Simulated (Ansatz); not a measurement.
## Ag2O: Ag → Cd

Consider Ag₂O (space group Pn-3m, No. 224; a = 4.707 Å).

The change: Cd takes the place of Ag on all its sites; the structure is relaxed again.

All numbers come from PBEsol (Ansatz, a first-principles code), no spin-orbit coupling. k-mesh 9×9×9 (Γ-centred); smearing 0.05 eV (Fermi–Dirac), for the changed cell.

```
quantity                                  base          changed         shift
-----------------------------  ---------------  ---------------  ------------
volume per atom                       17.38 Å³         20.67 Å³     +3.297 Å³
density                             7.38 g/cm³       6.45 g/cm³   -0.93 g/cm³
lattice parameter a                 8.894 bohr       9.425 bohr  +0.5302 bohr
space group                    Pn-3m (No. 224)  Pn-3m (No. 224)             –
shortest interatomic distance       3.851 bohr       4.081 bohr   +0.230 bohr
band gap                                  zero             zero             –
```

No phonon test of stability was made. As relaxed here, Cd2O is a hypothetical phase, not in the database extracts checked. No Hubbard U is applied, and correlation can decide whether such a compound is a metal. All final runs are without spin polarisation. The zero or small gap of Ag2O can change with the level of theory.
